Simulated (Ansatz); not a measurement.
**Pressure series in hypothetical R-3m MgH2**

The reference is MgH₂ in the CdCl2 type structure (space group R-3m, No. 166; a = 3.009 Å, c = 12.594 Å (hexagonal axes); a hypothetical phase, not in the database extracts checked).

Cell and atoms are relaxed at each pressure.

Calculations: Ansatz (a first-principles code) r2SCAN+rVV10, without spin-orbit coupling.

Notes on the quantities. band gap: an upper bound: an edge found on the path is not a true extremum; the base alone; enthalpy: H = E + PV relative to the base's energy.

| variant | band gap | enthalpy | volume per atom |
|---|---|---|---|
| base | 3.88 eV | – | 10.97 Å³ |
| pressure 3 GPa | 2.77 eV | +0.19 eV/atom | 9.53 Å³ |
| pressure 7 GPa | zero | +0.40 eV/atom | 7.97 Å³ |
| pressure 15 GPa | zero | +0.78 eV/atom | 7.35 Å³ |
| pressure 30 GPa | zero | +1.43 eV/atom | 6.56 Å³ |
| pressure 50 GPa | zero | +2.20 eV/atom | 5.89 Å³ |
| pressure 75 GPa | zero | +3.08 eV/atom | 5.32 Å³ |
| pressure 100 GPa | zero | +3.87 eV/atom | 4.92 Å³ |

The mesh was chosen for an insulator and is coarse for the gapless case. From pressure 15 GPa on, the axis ratios lie over 15 % from the base's, so the cell there is far from its starting form. Load acts through the strain it causes; cell and atoms are relaxed under it. No phonon test of stability was made. No other phases were tried under pressure. All final runs are without spin polarisation. Along this pressure series the structure jumps between pressure 3 GPa and pressure 7 GPa; cells beyond that are another form of it.
